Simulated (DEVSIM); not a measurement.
Device: isotype n-n heterojunction Al0.15Ga0.85N/GaN, at 300 K.

```csv
layer (left to right),material,thickness (μm),Nd (cm⁻³),τn (s),τp (s)
1,Al0.15Ga0.85N,0.140,3.1e16,2e-9,2e-9
2,GaN,0.220,1.8e16,2e-9,2e-9
```

Left contact: ohmic. Right contact: ohmic. Voltage is applied to the left contact. Recombination: SRH at mid-gap, radiative, Auger. Mobility is μmin + (μ − μmin)/(1 + (N/Nref)^α).

The device is made up for the run: typed textbook-type constants, with dimensions and the other settings drawn at random. Values at 300 K.

| parameter | Al0.15Ga0.85N | GaN |
|---|---|---|
| gap (eV) | 3.703 | 3.43 |
| affinity (eV) | 3.909 | 4.1 |
| permittivity | 9.41 | 9.5 |
| Nc (cm⁻³) | 2.3e18 | 2.3e18 |
| Nv (cm⁻³) | 4.6e19 | 4.6e19 |
| μn (cm²/Vs) | 741 | 1200 |
| μp (cm²/Vs) | 30 | 100 |
| μn,min | 55 | 55 |
| μp,min | 3 | 3 |
| Nref,n | 2e17 | 2e17 |
| Nref,p | 3e17 | 3e17 |
| αn | 1 | 1 |
| αp | 2 | 2 |
| B (cm³/s) | 1e-11 | 1e-11 |
| Cn (cm⁶/s) | 1e-30 | 1e-30 |
| Cp (cm⁶/s) | 1e-30 | 1e-30 |

DEVSIM, 1D drift-diffusion, Boltzmann statistics, complete ionisation; no tunnelling, impact ionisation, image-force lowering or self-heating. Band offsets follow the typed affinities; no thermionic-emission limit at abrupt steps, no polarisation charge.

Q: Give the dark forward current.

A: 
(V (V), J (A/cm²)): (0.05, 520); (0.15, 1200); (0.25, 1800); (0.35, 2500); (0.45, 3400); (0.55, 4300); (0.65, 5400); (0.75, 6600); (0.85, 7900); (0.95, 9400); (1.10, 12000); (1.20, 14000); (1.30, 16000); (1.40, 18000); (1.50, 20000); (1.60, 23000); (1.70, 25000); (1.80, 28000); (1.90, 31000); (2.00, 34000)
